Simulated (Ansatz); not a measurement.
A periodic model of amorphous Ga₂₄O₃₇Li₂:

```xyz
63
Lattice="8.9933 -0.0795 -0.1112 -0.0795 9.1316 -0.0865 -0.1112 -0.0865 9.5050" Properties=species:S:1:pos:R:3 pbc="T T T"
Ga     2.0621     3.3464     4.5504
Ga     8.2609     2.7131     3.3008
Ga     3.5779     0.7680     5.3162
Ga     4.8268     3.4712     1.8928
Ga     6.3150     3.0426     8.6757
Ga     6.3438     4.6402     4.6330
Ga     6.2692     7.3756     1.2211
Ga     0.0693     4.7913     7.9615
Ga     3.4221     6.1272     0.0742
Ga     1.7003     3.9400     1.1263
Ga     6.1583     0.9243     2.0166
Ga     6.6796     1.2756     5.7106
Ga     2.3520     6.2457     6.2766
Ga     3.9495     3.7064     6.5922
Ga     7.2338    -0.0648     8.3144
Ga     8.1862     7.4336     5.8595
Ga     8.2052     6.3361     3.3002
Ga     0.6120     1.4264     7.1089
Ga     3.2935     1.3411     8.6787
Ga     0.7510     0.2123     3.6339
Ga     5.7853     5.9872     7.7794
Ga     0.6735     1.3175     0.7681
Ga     3.3481     8.9386     1.9650
Ga     3.3445     5.8438     3.2022
O      2.6905     0.1151     3.8535
O      6.3713     2.8434     1.0094
O      6.8774     6.5796     4.6916
O      1.1380     9.0584     1.7306
O      5.4011     4.8303     6.2898
O      2.2463     4.3591     6.1471
O      1.2452     5.3884    -0.0421
O      0.7640     2.0467     4.4241
O      0.3056     7.6469     4.3145
O      0.4991     6.3619     6.8177
O      7.7702     0.8971     2.9942
O      6.6030     1.5374     7.6137
O      8.1055     4.5452     3.7142
O      7.1726     4.6727     8.3115
O      2.0232     2.3646     0.0049
O      3.6176     9.0859     0.0913
O      6.7081     2.7456     4.6245
O      4.4057     2.8476     8.1643
O      6.9035     7.4436     7.3535
O      6.6436     9.0423     0.4210
O      0.0546     0.4183     8.6736
O      4.4682     1.6917     2.3574
O      5.2353     8.2761     2.5122
O      5.0342     4.8359     3.2098
O      3.3752     6.7293     4.8182
O      7.9610     6.7467     1.5704
O      2.4604     0.9211     6.9428
O      3.5444     6.2261     7.7356
O      5.2617     0.1160     5.5544
O      3.5506     4.4024     0.9187
O      3.7445     2.6226     5.0495
O      8.3138     0.2586     5.9891
O      0.0105     3.1212     7.2284
O      2.0343     4.4743     3.0830
O      2.8963     6.9577     1.7275
O      5.3602     6.2769     0.0747
O      0.1818     2.8952     1.6777
Li     0.7661     7.1930     0.9989
Li     5.2183     7.6691     4.4632
```

These are PBE, scalar-relativistic without spin-orbit coupling (plane waves to 420 eV, PAW; Ansatz, an electronic-structure program) values and carry that method's errors.

It comes from a melt-quench run on a machine-learned potential (CHGNet), relaxed afterwards by DFT. O atoms were pushed apart under 1.9 Å during the dynamics, to hinder bonds among them. The hot cell started wider than the set density and was brought back towards it in steps. It is the lowest in DFT energy of 2 quenches. It is a model cell: composition and starting density were chosen by hand, and all elements were melted together. No dispersion term was used. Its density started from a set value of 4.91 and ended at 4.85 g/cm³. The simulated quench (nominally 220 K/ps over its main leg) is rapid and tends to freeze in more defects than a deposited or slowly cooled glass has. One small periodic cell is one sample of the glass; other quenches scatter about these values. Volume and shape were free in the relaxation.

Bonds are counted up to Ga-Ga 2.68 Å, Ga-O 2.40 Å, Ga-Li 2.77 Å, O-O 1.58 Å, O-Li 2.33 Å, Li-Li 2.86 Å. Two cations that share two anions don't count as bonded, nor two that share one unless they lie closer than Ga-Ga 2.61 Å, Ga-Li 2.70 Å, Li-Li 2.78 Å.

Question: Give the coordination numbers, mean bond lengths and angles.

Answer: 
- Mean coordination of Ga by anions = 4.42 (15 with 4, 8 with 5, 1 with 6)
- Mean coordination of O = 3.08 (2 with 2, 30 with 3, 5 with 4)
- Mean coordination of Li by anions = 4.00 (2 with 4)
- Mean Ga-O bond = 1.926 Å (spread 0.093 Å, 106 counted)
- Mean O-Li bond = 2.051 Å (spread 0.111 Å, 8 counted)
- Bond angle at Ga = mean 107.4°, spread 20.5°
- Bond angle at O = mean 115.1°, spread 14.9°
- Bond angle at Li = mean 109.5°, spread 20.0°

Question: List the pairs of like atoms that count as bonded by the rules above.

Answer: There are none by these rules.
